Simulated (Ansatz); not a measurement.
Model: Si(111) 1x1 surface, 6 top atoms, 3 bilayers, bottom bilayer H-capped and fixed, every top atom capped by H; cell 11.5 x 6.6 Å; two neighbouring H replaced by OH; about 7 Å thick over the host's atoms, 18 atoms held. Method: PBE-D3(BJ) (plane waves to 420 eV, PAW; Ansatz, an electronic-structure program). Sampling: 1x2x1 k points. The slab states were run without spin polarisation. No spin-orbit coupling. No Hubbard U. Slab thickness, cell and mesh are as stated and are not converged limits. No zero-point or entropy terms are included.

End point of the saddle search for this step (that it has no second negative curvature is not shown): H2O attacks the fragment of TaCl5 (twice exchanged) and HCl forms, starting from the surface left by an earlier step (the surface fragment of TaCl5 exchanges a second ligand with a neighbouring O-H group), after HCl has left. Atoms near the reaction:

```
atom    x (Å)  y (Å)   z (Å)
------  -----  -----  ------
H(29)   3.779  6.535  10.872
O(46)   5.193  3.668  11.108
O(48)   2.532  3.006  11.086
Ta(a0)  3.867  3.195  12.414
Cl(a1)  2.241  5.620  12.751
Cl(a3)  2.479  2.469  14.186
Cl(a4)  5.117  1.281  12.767
O(c0)   4.636  4.626  13.628
H(c1)   3.511  5.434  13.387
H(c2)   4.619  4.408  14.577
```

Question: Which atoms move along the unstable mode, and how sharp is the barrier?

Answer: 
```json
[
 {"atom": "H(c1)", "x": "-0.59", "y": "0.38", "z (unit mode)": "-0.24"},
 {"atom": "Cl(a1)", "x": "-0.17", "y": "0.30", "z (unit mode)": "0.19"},
 {"atom": "O(c0)", "x": "0.17", "y": "-0.32", "z (unit mode)": "-0.10"},
 {"atom": "Ta(a0)", "x": "0.22", "y": "-0.13", "z (unit mode)": "0.08"}
]
```
The curvature along the mode is -3.0 eV/Å^2 (its overall sign is arbitrary for the vector); the point lies 0.86 eV over the start.

Here TaCl5 is the monomer.
